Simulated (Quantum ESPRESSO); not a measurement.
Worked example: self-consistent single point of BeCo (P1, 2 atoms in the cell) in Quantum ESPRESSO.

Computed with PBEsol, PseudoDojo standard norm-conserving (PBESOL) pseudopotentials (plane waves; Quantum ESPRESSO).

The change in words: atoms moved at random. Reference geometry:
```
CELL_PARAMETERS angstrom
      2.57175     0.00000     0.00000
      0.00000     2.57175     0.00000
      0.00000     0.00000     2.57175
ATOMIC_POSITIONS crystal
  Be 0.00000 0.00000 0.00000
  Co 0.50000 0.50000 0.50000
```
Moments meant for the start (each program seeds them in its own way; μB, in the order of the atoms Be Co): 0.0 3.0.

Reference input (self-consistent single point, DFT, PBEsol, plane waves, PseudoDojo standard norm-conserving (PBESOL) pseudopotentials): ecutwfc = 100 Ry; occupations = smearing; smearing = fd; degauss = 0.0073499 Ry; nspin = 2; potentials = {Be: Be.upf, Co: Co.upf}; K_POINTS = automatic 9 9 9 0 0 0; conv_thr = 1e-10 Ry; mixing_beta = 0.3. This run's input differs from it in these lines:

```diff
@@ -32,4 +32,4 @@
 ATOMIC_POSITIONS angstrom
-Be    0.0000000000    0.0000000000    0.0000000000
-Co    1.2858750000    1.2858750000    1.2858750000
+Be    0.0076200953    0.0197999033    0.0572265810
+Co    1.2782549048    1.2660750968    1.2286484190
 K_POINTS automatic
```

Output, abridged:

```
     Self-consistent Calculation

     iteration #  1     ecut=   100.00 Ry     beta= 0.30

     Threshold (ethr) on eigenvalues was too large:
     Diagonalizing with lowered threshold

     total energy              =    -333.41575306 Ry
     estimated scf accuracy    <       0.11437016 Ry

     total magnetization       =     1.41 Bohr mag/cell
     absolute magnetization    =     1.59 Bohr mag/cell

     iteration #  2     ecut=   100.00 Ry     beta= 0.30

     total energy              =    -333.43601617 Ry
     estimated scf accuracy    <       0.07533938 Ry

     total magnetization       =     1.02 Bohr mag/cell
   [... lines left out ...]
     absolute magnetization    =     1.20 Bohr mag/cell

   [... 12 blocks of this kind left out ...]

     iteration # 16     ecut=   100.00 Ry     beta= 0.30

     total energy              =    -333.46766449 Ry
     estimated scf accuracy    <          4.6E-10 Ry

     total magnetization       =     0.32 Bohr mag/cell
     absolute magnetization    =     0.35 Bohr mag/cell

     iteration # 17     ecut=   100.00 Ry     beta= 0.30

     Magnetic moment per site  (integrated on atomic sphere of radius R)
     atom   1 (R=0.342)  charge=  3.0274  magn= -0.0110
     atom   2 (R=0.342)  charge= 14.8471  magn=  0.3228
     End of self-consistent calculation

     Number of k-points >= 100: set verbosity='high' to print the bands.

     the Fermi energy is    15.6149 ev

!    total energy              =    -333.46766450 Ry
     estimated scf accuracy    <          3.6E-11 Ry
     smearing contrib. (-TS)   =      -0.00469184 Ry
     internal energy E=F+TS    =    -333.46297266 Ry

     total magnetization       =     0.32 Bohr mag/cell
     absolute magnetization    =     0.35 Bohr mag/cell

     convergence has been achieved in  17 iterations

     Forces acting on atoms (cartesian axes, Ry/au):

     atom    1 type  1   force =    -0.00510313   -0.01320276   -0.03684027
     atom    2 type  2   force =     0.00510313    0.01320276    0.03684027

     Total force =     0.055813     Total SCF correction =     0.000010

          total   stress  (Ry/bohr**3)                   (kbar)     P=        3.89
   0.00006336   0.00000784   0.00002180            9.32        1.15        3.21
   0.00000784   0.00005252   0.00005639            1.15        7.73        8.30
   0.00002180   0.00005639  -0.00003653            3.21        8.30       -5.37

   JOB DONE.
```

The run converged in 17 iterations. Against the reference run the free energy goes up by 30.9 meV/atom, the pressure goes from -0.92 to 0.39 GPa, the largest force goes from 0.000 to 1.015 eV/Å and the size of the net moment hardly changes (0.17 to 0.16 μB/atom).

The starting cell comes from a database of computed structures (which also holds hypothetical and non-ambient phases and stackings), without a prior relaxation at this level. For this run, on top of that: atoms moved at random. The moments shrank to a small part of their start, a low-spin state that need not be the lowest. Forces in this geometry exceed 1 eV/Å.

Cost on one core of a shared machine: roughly 4 min.
